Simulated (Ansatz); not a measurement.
The starting structures come from a database of crystals and need not be the phases stable at ambient conditions.

 Where the default PAW files enter, the runs use the earlier of Ansatz's two default sets.

Evanescent states of Li$_{2}$ZrN$_{2}$ (P-3m1, not sure to be the ambient phase, 5 atoms a cell, 10.1 Å³ an atom) along the normal of (111)

These are r2SCAN (plane waves, PAW; Ansatz, a program for electronic structure) values and carry that method's errors.

The gap is the functional's own. No spin-orbit coupling. Mid-gap values are interpolated on the energy grid.

Energies count from the valence-band top; κ is the least over a 6×6 mesh across the current.

```csv
E (eV),κ (1/Å),where
0.06,0.063,Γ
0.17,0.107,Γ
0.28,0.136,Γ
0.39,0.158,Γ
0.49,…,Γ
0.60,…,Γ
0.71,…,Γ
0.82,…,Γ
0.94,…,Γ
1.04,…,Γ
1.16,…,Γ
1.26,…,Γ
1.38,…,Γ
1.49,…,Γ
1.59,…,Γ
1.71,0.179,Γ
1.81,0.157,Γ
1.93,0.127,Γ
2.04,0.083,Γ
```

Task: Fill in the missing entries.

Result: 
- 0.49, κ (1/Å): 0.176
- 0.60, κ (1/Å): 0.192
- 0.71, κ (1/Å): 0.205
- 0.82, κ (1/Å): 0.216
- 0.94, κ (1/Å): 0.225
- 1.04, κ (1/Å): 0.234
- 1.16, κ (1/Å): 0.236
- 1.26, κ (1/Å): 0.229
- 1.38, κ (1/Å): 0.221
- 1.49, κ (1/Å): 0.210
- 1.59, κ (1/Å): 0.196
